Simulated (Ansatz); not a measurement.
## A computed series for GaSb: pressure series

The parent structure is GaSb in the zinc blende structure (space group F-43m, No. 216; a = 6.214 Å).

Cell and atoms are relaxed at each pressure.

Computed with DFT with PBE, PAW potentials and a 420 eV plane-wave cutoff in Ansatz (an electronic-structure program), spin-orbit coupling left out, earlier PAW set.

Notes on the quantities. enthalpy: H = E + PV relative to the base's energy.

```json
[
 {"variant": "base", "lattice parameter a": "6.214 Å", "enthalpy": "–"},
 {"variant": "pressure −2 GPa", "lattice parameter a": "6.320 Å", "enthalpy": "-0.38 eV/atom"},
 {"variant": "pressure −1 GPa", "lattice parameter a": "6.264 Å", "enthalpy": "-0.19 eV/atom"},
 {"variant": "pressure 1.8 GPa", "lattice parameter a": "6.138 Å", "enthalpy": "+0.33 eV/atom"},
 {"variant": "pressure 4.2 GPa", "lattice parameter a": "6.055 Å", "enthalpy": "+0.75 eV/atom"},
 {"variant": "pressure 9 GPa", "lattice parameter a": "5.925 Å", "enthalpy": "+1.56 eV/atom"},
 {"variant": "pressure 18 GPa", "lattice parameter a": "5.752 Å", "enthalpy": "+2.95 eV/atom"},
 {"variant": "pressure 30 GPa", "lattice parameter a": "5.591 Å", "enthalpy": "+4.66 eV/atom"},
 {"variant": "pressure 45 GPa", "lattice parameter a": "5.445 Å", "enthalpy": "+6.62 eV/atom"},
 {"variant": "pressure 60 GPa", "lattice parameter a": "5.333 Å", "enthalpy": "+8.45 eV/atom"}
]
```

Load acts through the strain it causes; cell and atoms are relaxed under it. No phonon test of stability was made. Tetrahedral semiconductors of this kind turn to denser phases somewhere between about 1 and 50 GPa; those were not computed, so compressed cells here can lie past the real transition. The final runs are not spin-polarised.
